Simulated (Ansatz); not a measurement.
Take Hf in the hcp (Mg type) structure (space group P6_3/mmc, No. 194; a = 3.158 Å, c = 5.004 Å; relaxed with 0.1 eV smearing) as the base.

The values are results of PBEsol/PAW in Ansatz (an electronic-structure program), scalar-relativistic without spin-orbit coupling, not measurements.

For the base:

| Property | Value |
|---|---|
| Pressure | 0.0 GPa |

Modification: the cell is scaled by 0.9750 in all directions; the atoms relax in the strained cell.

Q: Predict the new energy relative to the base and pressure.

A: The energy goes up by 46 meV/atom; the pressure (mean of the normal stresses, compression positive) goes from zero to 9.8 GPa.

Stability against distortions was not tested. All final runs are without spin polarisation.
